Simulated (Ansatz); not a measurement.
**A computed series for GaAs: response to strain**

Base system: GaAs in the zinc blende structure (space group F-43m, No. 216; a = 5.6028 Å). Axes: x, y, z lie along the cube axes.

Strains are applied to the cell and any free atomic positions relax.

Method: Kohn–Sham DFT with the LDA functional, run in Ansatz (a quantum-chemistry and plane-wave program) with PAW and 420 eV plane waves, without spin-orbit coupling.

Candidates:
(a) uniaxial strain ε_zz = −3.00 %
(b) uniaxial strain ε_zz = +1.00 %
(c) uniaxial strain ε_zz = +0.50 %
(d) uniaxial strain ε_zz = +1.50 %

Before the change:

The band gap is 0.49 eV.

Task: Order them by band gap, lowest first.

Result: (d) uniaxial strain ε_zz = +1.50 % (0.34 eV), (b) uniaxial strain ε_zz = +1.00 % (0.39 eV), (c) uniaxial strain ε_zz = +0.50 % (0.44 eV), (a) uniaxial strain ε_zz = −3.00 % (0.60 eV)

Whether these cells are dynamically stable was not tested.
